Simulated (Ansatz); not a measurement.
The starting structures come from a database of crystals and need not be the phases stable at ambient conditions.

Consider the following.

```
BaWO4
1.0
    5.70821     0.00000     0.00000
    0.00000    12.73196     0.00000
    2.85181     6.36598     2.89188
Ba W O
2 2 8
Cartesian
  1.42705   1.60805   0.00000
  4.28116  11.12391   0.00000
  1.42705   7.90706   0.00000
  4.28116   4.82490   0.00000
  5.84415  10.16622   2.11720
  2.71587   8.93172   0.77468
  5.56997   3.80024   0.77468
  2.99005  15.29770   2.11720
  5.08167  13.28058   1.58550
  3.47835   5.81736   1.30638
  6.33245   6.91460   1.30638
  2.22757  12.18334   1.58550
```

Space group of this cell: C2/c. The cell is taken as given; by r2SCAN its mean pressure is -7.7 GPa.

Transport runs along the normal of the first two printed cell vectors.

No gap correction and no spin-orbit coupling; mid-gap values are interpolated between computed energies.

### Question
State the band gap and the smallest decay constant κ at mid-gap according to r2SCAN run with Ansatz (a quantum-chemistry and plane-wave program).

### Answer
Gap 4.78 eV on a 8×10×10 mesh; κ = 0.541 1/Å, at (0.000, 0.500) of the in-plane reciprocal vectors. At the zone centre, at the nearest computed energy, the slowest state has κ = 0.55 1/Å.
